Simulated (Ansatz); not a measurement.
Input and output of a self-consistent single point for ZrN (P6_3/mmc, 4 atoms in the cell) (Ansatz, a quantum-chemistry and plane-wave program).

Level of theory: LDA (PW92), PAW files made with PBE (plane waves; Ansatz).

The change in words: lattice scaled by 0.98. Reference geometry:
```xyz
4
Lattice="3.2166 0.0000 0.0000 -1.6083 2.7857 0.0000 0.0000 0.0000 5.7094" Properties=species:S:1:pos:R:3 pbc="T T T"
Zr     0.0000     0.0000     0.0000
Zr     0.0000     0.0000     2.8547
N      1.6083     0.9286     4.2820
N      0.0000     1.8571     1.4273
```

Reference input (self-consistent single point, DFT, LDA (PW92), plane waves, PAW files made with PBE): kpoints.mp_grid.grid = 10 10 5; hamiltonian.xc = lda; hamiltonian.pseudopotentials = {kind: paw} (the program's default PAW files); scf.occupations.method = fermi_dirac; scf.occupations.width = 0.1 eV. This run's input differs from it in these lines:

```diff
@@ -3,5 +3,5 @@
   lattice:
-    - [3.216630, 0.000000, 0.000000]
-    - [-1.608315, 2.785683, 0.000000]
-    - [0.000000, 0.000000, 5.709400]
+    - [3.152297, 0.000000, 0.000000]
+    - [-1.576149, 2.729969, 0.000000]
+    - [0.000000, 0.000000, 5.595212]
   atoms:
```

The program printed (abridged):

```
SCF iter   1: F=—  HF=-8909.515736 eV  |F-HF|=—  |Δ(HF+E_count)|=         —  Δρ=4.67e-2  dr2=1.14e0  ethr=3.10e-3  ⟨swp⟩=5.0  Hψ=3781  notcnv=0
all-band conjugate gradients solve this SCF's bands
preconditioner: auto → Kerker (q_TF=auto, 2.575 Å⁻¹)
SCF iter   2: F=—  HF=-8909.306576 eV  |F-HF|=—  |Δ(HF+E_count)|=   2.09e-1  Δρ=2.87e-2  dr2=3.11e-1  ethr=3.10e-3  ⟨swp⟩=5.2  Hψ=5733  notcnv=0  defer=4
   [... lines left out ...]
SCF iter   5: F=—  HF=-8909.214977 eV  |F-HF|=—  |Δ(HF+E_count)|=   1.86e-4  Δρ=4.17e-4  dr2=7.14e-5  ethr=6.18e-6  ⟨swp⟩=2.3  Hψ=1633  notcnv=0  defer=37
SCF iter   6: F=—  HF=-8909.214970 eV  |F-HF|=—  |Δ(HF+E_count)|=   7.44e-6  Δρ=9.97e-5  dr2=5.57e-6  ethr=2.10e-7  ⟨swp⟩=2.0  Hψ=1325  notcnv=0  defer=37
SCF iter   7: F=—  HF=-8909.214969 eV  |F-HF|=—  |Δ(HF+E_count)|=   1.10e-6  Δρ=1.39e-5  dr2=1.01e-7  ethr=1.64e-8  ⟨swp⟩=2.1  Hψ=1395  notcnv=0  defer=37
SCF iter   8: F=-8909.214969 eV  HF=-8909.214969 eV  |F-HF|=5.75e-10  |Δ(HF+E_count)|=   1.86e-8  Δρ=2.71e-6  dr2=2.69e-9  ethr=2.94e-10  ⟨swp⟩=6.8  Hψ=3585  notcnv=0
SCF 1 converged in 8 iterations: F = -8909.214969 eV  dr2 = 2.69e-9
Free energy (F): -8909.214969 eV
Internal energy: -8909.163332 eV  (E = F + TS)
E sigma→0 (E₀):  -8909.189151 eV
Entropy (-TS):   -0.051636 eV (-12.909 meV/atom)
Fermi energy:    17.028676 eV
--- Forces (eV/Å), atoms counted from 1 ---
  atom   1  Zr     0.00000000    -0.00000000    -0.00000000
   [... zero for the other atoms too ...]
--- Stress (GPa, compression-positive) ---
       -0.537408       0.000000       0.000000
        0.000000      -0.537408       0.000000
        0.000000       0.000000       1.803089
  P = ⅓ Tr σ = 0.2428 GPa (2.428 kbar)
  The stress holds the Pulay correction. Without it, at fixed plane waves, as pw.x and ABINIT print it: P = -0.0558 GPa
```

The run converged in 8 iterations. Against the reference run the free energy falls by 33.1 meV/atom and the pressure goes from -13.59 to 0.24 GPa.

The starting cell comes from a database of computed structures (which also holds hypothetical and non-ambient phases and stackings), without a prior relaxation at this level. For this run, on top of that: lattice scaled by 0.98. Ansatz's pressure includes its estimate of the finite-basis (Pulay) stress.

Keys are those of Ansatz 0.2.
